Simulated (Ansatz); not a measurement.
System: Zr₂B₂Ge (model structure, started from the Ti2InB2 type, P-6m2, No. 187, 5 atoms in the cell). Method: PBE (plane waves, PAW; Ansatz, a program for electronic structure).

Numerical settings: plane-wave cutoff 520 eV, 24×24×8 k mesh (along the axes of the cell as run), Fermi–Dirac smearing 0.05 eV, scalar-relativistic PAW data made under PBE.

Cell (relaxed at this level):

```xyz
5
Lattice="3.2051 0.0000 0.0000 -1.6025 2.7757 0.0000 0.0000 0.0000 7.8998" Properties=species:S:1:pos:R:3 pbc="T T T"
Zr     0.0000     1.8504     5.6530
Zr     0.0000     1.8504     2.2468
Ge     0.0000     0.0000     0.0000
B      0.0000     0.0000     3.9499
B      1.6025     0.9252     3.9499
```

Predict the bulk modulus B0.


- bulk modulus B0: 162 GPa

The run finds no gap.

Note: the bulk modulus is −V dP/dV from two relaxed cells at ±2 % in volume; the relaxation could raise the start's symmetry but not lower it, so the cell can be a saddle point.

Static lattice: no zero-point or thermal effects.

It cost very roughly 5 core-minutes of CPU time.

A model structure was made by putting elements into a prototype or built by hand; it is no filed structure, need not be a known phase, and can be a saddle point held by its symmetry.
